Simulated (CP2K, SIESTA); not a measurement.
A SIESTA input for a self-consistent single point of AgBr (Fm-3m, 2 atoms in the cell) (DFT, GGA PBE, numerical atomic orbitals DZP, PseudoDojo PBE standard norm-conserving potentials (rewritten from UPF to PSML)):

```
# files in the folder: Ag.psml Br.psml (PseudoDojo PBE standard)
SystemName  AgBr
SystemLabel AgBr

NumberOfAtoms                2
NumberOfSpecies              2
%block ChemicalSpeciesLabel
  1 47 Ag
  2 35 Br
%endblock ChemicalSpeciesLabel
LatticeConstant              1.0 Bohr
%block LatticeVectors
     0.000000000    5.451859870    5.451859870
     5.451859870    0.000000000    5.451859870
     5.451859870    5.451859870    0.000000000
%endblock LatticeVectors
AtomicCoordinatesFormat      Ang
%block AtomicCoordinatesAndAtomicSpecies
     0.000000000    0.000000000    0.000000000  1
     2.885000000    2.885000000    2.885000000  2
%endblock AtomicCoordinatesAndAtomicSpecies

XC.functional                GGA
XC.authors                   PBE
PAO.BasisSize                DZP
PAO.EnergyShift              0.005 Ry
MeshCutoff                   300 Ry
%block kgrid.MonkhorstPack
   10   0   0  0.0
    0  10   0  0.0
    0   0  10  0.0
%endblock kgrid.MonkhorstPack
OccupationFunction           FD
ElectronicTemperature        50.0 meV

MaxSCFIterations             150
SCF.Mixer.Method             Broyden
SCF.Mixer.Weight             0.25
SCF.Mixer.History            6
SCF.DM.Tolerance             1.0E-04
Diag.ParallelOverK           true
WriteForces                  true
```

Translate this input to CP2K.

One input that does it (others would too):

```
&GLOBAL
  PROJECT calc
  RUN_TYPE ENERGY_FORCE
  PRINT_LEVEL LOW
&END GLOBAL
&FORCE_EVAL
  METHOD Quickstep
  STRESS_TENSOR ANALYTICAL
  &DFT
    BASIS_SET_FILE_NAME BASIS_MOLOPT
    POTENTIAL_FILE_NAME GTH_POTENTIALS
    &QS
      METHOD GPW
      EPS_DEFAULT 1E-10
    &END QS
    &MGRID
      CUTOFF 500
      REL_CUTOFF 60
      NGRIDS 5
    &END MGRID
    &SCF
      SCF_GUESS ATOMIC
      EPS_SCF 1E-7
      MAX_SCF 100
      ADDED_MOS 4
      &DIAGONALIZATION
        ALGORITHM STANDARD
      &END DIAGONALIZATION
      &MIXING
        METHOD BROYDEN_MIXING
        ALPHA 0.4
        NBUFFER 8
      &END MIXING
      &SMEAR ON
        METHOD FERMI_DIRAC
        ELECTRONIC_TEMPERATURE [K] 580.23
      &END SMEAR
    &END SCF
    &KPOINTS
      SCHEME MONKHORST-PACK 10 10 10
      GAMMA_CENTERED T
    &END KPOINTS
    &XC
      &XC_FUNCTIONAL PBE
      &END XC_FUNCTIONAL
    &END XC
    &PRINT
      &MO
        EIGENVALUES T
        OCCUPATION_NUMBERS T
        NDIGITS 8
        FILENAME mo
        &EACH
          QS_SCF 0
        &END EACH
        ADD_LAST NUMERIC
      &END MO
      &MULLIKEN OFF
      &END MULLIKEN
    &END PRINT
  &END DFT
  &SUBSYS
    &CELL
      A 4.08000600 0.00000000 0.00000000
      B 2.04000300 3.53338900 0.00000000
      C 2.04000300 1.17779600 3.33131100
      PERIODIC XYZ
    &END CELL
    &COORD
      SCALED
      Ag       0.00000000     0.00000000     0.00000000
      Br       0.50000000     0.50000000     0.50000000
    &END COORD
    &KIND Ag
      BASIS_SET DZVP-MOLOPT-SR-GTH-q11
      POTENTIAL GTH-PBE-q11
    &END KIND
    &KIND Br
      BASIS_SET DZVP-MOLOPT-SR-GTH-q7
      POTENTIAL GTH-PBE-q7
    &END KIND
  &END SUBSYS
  &PRINT
    &FORCES ON
    &END FORCES
    &STRESS_TENSOR ON
    &END STRESS_TENSOR
  &END PRINT
&END FORCE_EVAL
```

Basis settings and potentials, where a program has them, do not carry over. This input uses DFT PBE, GPW, DZVP-MOLOPT-SR-GTH basis, GTH-PBE potentials (GTH_POTENTIALS). Both were run: pressure 1.10 GPa in SIESTA and 2.42 in CP2K; gap on the mesh 1.041 eV in SIESTA and 0.684 in CP2K.

On SIESTA: the starting cell has typed, rounded lattice constants, without a prior relaxation at this level. Values carry the incompleteness of an atom-centred basis.

On CP2K: the starting cell has typed, rounded lattice constants, without a prior relaxation at this level. Values carry the incompleteness of an atom-centred basis.
